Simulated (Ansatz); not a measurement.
Defect calculation: Cl interstitial in bcc W

Method: PBE, PAW (plane waves to 420 eV; Ansatz, a quantum-chemistry and plane-wave program). Details: 54-site cell; 4×4×4 shifted k-points; start: void with 4W nearest; no spin–orbit coupling; finite-size errors of tenths of an eV; the relaxation kept the symmetry of the starting site; relaxed from one start, so a lower configuration may exist.

Neighbours after relaxation, in Å: of the Cl atom: W 2.17, W 2.17, W 2.17, W 2.17.

Formation energies E_f are those of the neutral cell. Chemical conditions: impurity bounded by its compound with the host (Δμ(Cl) = -1.12 eV, bounded by WCl4 (C2/m); only phases computed here count, gases as isolated molecules at 0 K). Reference phases: Cl: Cl2 molecule in a box.

The name describes the start; the neighbours show where the added atom ended.

```json
[
 {"charge": "0", "moment (μB)": "not spin-polarised", "point group": "D2d", "largest move off a lattice site (Å)": "0.39", "E_f, impurity bounded by its compound with the host (eV)": "9.08"}
]
```

Point groups are those of the whole cell at tolerances of 0.03 and 0.1 Å ("near" where only the looser one holds); none is given for unsettled states.
